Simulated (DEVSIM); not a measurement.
System: p-channel Si planar bulk MOSFET with SiO2, at 300 K.

| Property | Value |
|---|---|
| Gate length | 250 nm |
| Source drain length | 200 nm |
| Dielectric thickness | 5 nm |
| Lateral straggle | 16 nm |
| Underlap | 0 nm |
| Junction depth | 122.1 nm |
| Substrate depth | 733 nm |
| Gate work function | 5 eV |
| Source and drain doping | 9.6e19 cm⁻³, Gaussian tails under the gate |
| Body doping | 7.5e16 cm⁻³ |
| Lifetime | 3e-8 s |
| Supply | 1.8 V |
| Back or body bias | 0.5 V |

All mobilities are scaled by 1; velocity saturation, μ/(1 + (μE/vsat)^b)^(1/b) with b = 2 for electrons and 1 for holes and E the electric field along each mesh edge, is on. Mobility is μmin + (μ − μmin)/(1 + (N/Nref)^α).

The device is made up for the run: typed textbook-type constants, with dimensions and the other settings drawn at random. Values at 300 K.

Si: gap (eV) 1.124, affinity (eV) 4.05, permittivity 11.7, Nc (cm⁻³) 2.86e19, Nv (cm⁻³) 3.1e19, μn (cm²/Vs) 1417, μp (cm²/Vs) 470, μn,min 52, μp,min 45, Nref,n 9.7e16, Nref,p 2.2e17, αn 0.68, αp 0.72, vsat,n (cm/s) 1e7, vsat,p (cm/s) 8.4e6. SiO2: gap (eV) 9, affinity (eV) 0.9, permittivity 3.9.

Model (solved in DEVSIM): 2D drift-diffusion, Boltzmann statistics, complete ionisation; no quantum confinement, tunnelling, impact ionisation, self-heating, contact resistance or fringe fields beside the gate. Metal contacts follow the ideal Schottky-Mott rule: no Fermi-level pinning, no interface dipoles.

Transfer curves, |Id| in μA/μm:

```
Vg (V)  Vd = -0.05 V  Vd = -1.8 V
------  ------------  -----------
0.36        9.563e-8    0.0002093
0.27        1.235e-6     0.001082
0.18        1.694e-5     0.006505
0.09       0.0002395      0.04575
0           0.003425       0.3496
-0.09        0.04739        2.272
-0.18         0.5152        8.590
-0.27          2.610        20.01
-0.36          6.121        35.23
-0.45          9.930        53.43
-0.54          13.69        73.80
-0.63          17.30        95.92
-0.72          20.79        119.5
-0.81          24.15        144.3
-0.9           27.39        170.2
-0.99          30.52        197.0
-1.08          33.54        224.6
-1.17          36.47        252.9
-1.26          39.32        281.8
-1.35          42.08        311.4
-1.44          44.77        341.4
-1.53          47.39        371.9
-1.62          49.96        402.8
-1.71          52.46        434.0
-1.8           54.90        465.7
```

### Question
Work out the subthreshold swing at low drain bias from the rows at 0.09 and 0 V, and compare it with the thermal limit.

### Answer
log10(0.003425/0.0002395) = 1.155 over 90.0 mV, so S = 77.9 mV/decade. The limit kT/q ln 10 is 59.5 mV/decade; the ratio is 1.31. This is the steepest step of the table.

### Question
Find both thresholds at the constant current 0.1 μA × (1 μm/L) a micrometre, and the DIBL.

### Answer
The current is 0.400 μA/μm. Interpolating ln Id gives -0.170 V and -0.006 V; their difference over the 1.75 V of drain bias is 94 mV/V.

Source and drain are degenerate, where Boltzmann statistics are only rough. The electric field that drives the saturation includes the junctions' built-in field, which lowers the mobility there even at small currents: subthreshold currents come out too low, a known weakness of this choice.
